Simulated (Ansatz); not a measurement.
# GaN: energy against strain

GaN (zinc blende, F-43m, 11.376 Å³/atom at rest) under an equal strain ε in the (001) plane with the normal axis free, as in a coherent film. PBEsol in Ansatz, a plane-wave DFT program (PAW, default set), 420 eV, 13×13×13 Γ-centred mesh, Fermi-Dirac smearing 0.05 eV; ions are relaxed within the symmetry of each cell.

Here s stands for strain and y for E less E0.

```csv
strain (%),E less E0 (meV/atom)
-3.00,?
-1.50,4.27
-1.00,1.89
-0.50,0.48
0.00,0.00
0.50,0.46
1.00,1.78
1.50,3.97
```

Taking a parabola for y over the 7 complete rows: Least squares gives y = 0.008 - 0.0814·s + 1.8276·s². Residuals (row less fit): 0.028, -0.027, -0.026, -0.008, 0.036, 0.026, -0.028; standard error 0.035 (degrees of freedom: 4). Twice the quadratic coefficient over the volume, 2 × 1.8276 meV × 10⁴ × 0.1602 / 11.376 Å³, is twice the biaxial elastic modulus of this plane = 515 ± 4 GPa.

Question: Estimate the missing y (s = -3.00); what did the run itself give?

Answer: y = 0.008 - 0.0814 × (-3.0) + 1.8276 × (-3.0)² = 16.701 meV/atom. The calculation gives 17.73 meV/atom, 1.029 meV/atom above the prediction (5.8 % of the range of y in the table). The row lies outside the fitted rows, so this is an extrapolation. From the scatter of the fitted rows alone, a prediction at this place has a standard error of 0.135 meV/atom, so the miss is 7.6 times that.

One order more, fitted to all 13 runs of the series, follows each within 0.01, so the miss is the next term of a smooth law. GaN is here a metastable form; wurtzite is the usual one. Rows are the converged runs of the series near zero and its far end; series whose fitted rows scatter by over a few per cent of the range, as at a crossing or softening among them, aren't shown in this form. Most that stay on the fit to the last digits aren't either.
